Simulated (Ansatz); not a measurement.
What isotropic strain +0.50 % does to Zn

Take Zn in the hcp (Mg type) structure (space group P6_3/mmc, No. 194; a = 2.613 Å, c = 4.781 Å; relaxed with 0.1 eV smearing) as the base.

It is then changed as follows: every lattice vector is stretched by 0.50 %; the atoms relax in the strained cell.

All numbers come from PBEsol (Ansatz, a first-principles code; PAW; 420 eV plane waves; spin-orbit coupling left out). k-mesh 25×25×13 (Γ-centred); smearing 0.1 eV (Fermi–Dirac).

```json
[
 {"quantity": "volume per atom", "base": "14.14 Å³", "changed": "14.35 Å³", "shift": "+0.21 Å³"},
 {"quantity": "space group", "base": "P6_3/mmc (No. 194)", "changed": "P6_3/mmc (No. 194)", "shift": "–"},
 {"quantity": "shortest interatomic distance", "base": "2.613 Å", "changed": "2.626 Å", "shift": "+0.013 Å"},
 {"quantity": "energy relative to the base (free energy F)", "base": "0 meV/atom", "changed": "+0.9 meV/atom", "shift": "+0.9 meV/atom"},
 {"quantity": "pressure (mean of the normal stresses, compression positive)", "base": "0.0 GPa", "changed": "-1.3 GPa", "shift": "-1.3 GPa"},
 {"quantity": "band gap", "base": "zero", "changed": "zero", "shift": "–"}
]
```

Stability against distortions was not tested.
